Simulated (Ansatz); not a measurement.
**P, response to strain**

The reference is P in the black-P type structure (space group Cmce, No. 64; a = 3.302 Å, b = 10.691 Å, c = 4.467 Å; layered, stacked along the Cartesian y axis). Axes: x, y, z lie along a, b, c of the conventional cell.

Strains are applied to the cell and any free atomic positions relax; under biaxial strain the out-of-plane vector relaxes too.

All numbers come from r2SCAN+rVV10/PAW in Ansatz (a program for electronic structure), without spin-orbit coupling, earlier PAW set.

| case | space group | volume per atom |
|---|---|---|
| base | Cmce (No. 64) | 19.71 Å³ |
| biaxial strain −3.48 %, plane normal [001], relaxed out of plane | Cmce (No. 64) | 18.75 Å³ |
| biaxial strain −2.64 %, plane normal [001], relaxed out of plane | Cmce (No. 64) | [?] |
| biaxial strain −0.56 %, plane normal [001], relaxed out of plane | Cmce (No. 64) | [?] |
| isotropic strain −1.65 % | Cmce (No. 64) | 18.75 Å³ |
| isotropic strain +1.01 % | Cmce (No. 64) | 20.31 Å³ |
| isotropic strain +1.08 % | Cmce (No. 64) | 20.36 Å³ |
| uniaxial strain ε_yy = −2.24 % | Cmce (No. 64) | 19.27 Å³ |
| tensor shear ε_xy = −0.63 % | P2_1/c (No. 14) | 19.71 Å³ |
| tensor shear ε_yz = +0.69 % | C2/m (No. 12) | 19.71 Å³ |

Task: Complete the table.

Result: 
- biaxial strain −2.64 %, plane normal [001], relaxed out of plane, volume per atom: 18.99 Å³
- biaxial strain −0.56 %, plane normal [001], relaxed out of plane, volume per atom: 19.56 Å³

Stability against distortions was not tested.
